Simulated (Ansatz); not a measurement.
Hypothetical diamond Ti: biaxial strain −1.64 %, plane normal [001], relaxed out of plane

Consider Ti in the diamond structure (space group Fd-3m, No. 227; a = 5.532 Å; a hypothetical phase, not in the database extracts checked; relaxed with 0.1 eV smearing). Axes: x, y, z lie along the cube axes.

The change: biaxial strain −1.64 %, plane normal [001], relaxed out of plane (Cartesian); in-plane vectors clamped, the third vector and the atoms free.

Method: PBEsol, PAW, 420 eV (Ansatz, a quantum-chemistry and plane-wave program; no spin-orbit coupling). Γ-centred 18×18×18 mesh, Fermi–Dirac width 0.1 eV.

- Volume per atom = 28.39 Å³ (base 21.16 Å³)
- Space group = I4_1/amd (No. 141) (base Fd-3m (No. 227))
- Shortest interatomic distance = 271.6 pm (base 239.5 pm)
- Energy relative to the base (free energy F) = -0.276 eV/atom
- Pressure (mean of the normal stresses, compression positive) = -10.4 GPa (base 0.0 GPa)
- Band gap = zero (base zero)
- Out-of-plane strain = +38.69 %
- Ratio −ε⊥/ε∥ = 23.59
- Mean in-plane stress (compression positive) = -15.6 GPa

Final structure (turned so that z lies along the plane normal):

```
Ti
1.0
    3.84722     0.00000     0.00000
    0.00000     3.84722     0.00000
    1.92361    -1.92361     3.83572
Ti
2
Direct
  0.75000   0.75000   0.50000
  0.00000   0.00000   0.00000
```

Stability against distortions was not tested. The final runs are not spin-polarised. Under biaxial strain −1.64 %, plane normal [001], relaxed out of plane the cell ends below the base's energy or with stress of the wrong sign: the atoms slid into a distortion or the cell is elastically unstable, so the base is not a stable minimum at this level. Ti has a high density of states at the Fermi level and may be magnetic at this level.
